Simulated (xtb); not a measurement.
xtb 6.7.1, GFN2-xTB: Cu(F)(Cl)(dme) (C[O]1CC[O](C)->[Cu]<-1([F])[Cl]), charge 0, multiplicity 2, 19 atoms. The geometry is a generated start, not checked to be a minimum at this level.

```json
{
  "run_flags": "--grad",
  "method": "GFN2-xTB",
  "--acc": "1 (default)",
  "--etemp (K)": "300 (default)",
  "basis_functions": "58",
  "valence_electrons": "63"
}
```

```xyz
19

Cu     1.7857    -0.4227     0.1241
F      1.0080    -1.8728     0.7186
Cl     3.3854     0.8436    -0.3110
C      0.1076     0.5470     2.4700
O      0.2669     0.8621     1.0950
C     -0.9139     0.6755     0.3324
C     -0.5362     0.8380    -1.1412
O      0.3761    -0.1545    -1.5741
C     -0.2240    -1.3770    -1.9825
H      1.0698     0.7392     2.9402
H     -0.1636    -0.5040     2.6017
H     -0.6605     1.1882     2.9139
H     -1.6591     1.4297     0.6132
H     -1.3234    -0.3249     0.5196
H     -0.0097     1.7895    -1.2647
H     -1.4362     0.8240    -1.7666
H     -0.7656    -1.8625    -1.1677
H      0.5929    -2.0236    -2.2967
H     -0.9002    -1.1946    -2.8240
```

Charge 0 and multiplicity 2 are set for this test and not shown to be the ground state. GFN-xTB has no spin term: --uhf 1 sets the occupations alone.

One run each on 1 thread. Values of broydamp tried: 0.02, 0.05, 0.1, 0.2, 0.4 (default), 0.6, 0.8, 1.

Q: Predict the course of the SCC iterations along this series.

A: Fewest SCC iterations, within one of each other: 0.4 (default) with 19, 0.6 with 19, 1 with 20. The count rises to 38 at 0.02. All converge to one solution.

```json
[
 {"broydamp": "0.02", "SCC iterations": "38", "end": "same solution"},
 {"broydamp": "0.05", "SCC iterations": "32", "end": "same solution"},
 {"broydamp": "0.1", "SCC iterations": "28", "end": "same solution"},
 {"broydamp": "0.2", "SCC iterations": "23", "end": "same solution"},
 {"broydamp": "0.4 (default)", "SCC iterations": "19", "end": "same solution"},
 {"broydamp": "0.6", "SCC iterations": "19", "end": "same solution"},
 {"broydamp": "0.8", "SCC iterations": "21", "end": "same solution"},
 {"broydamp": "1", "SCC iterations": "20", "end": "same solution"}
]
```
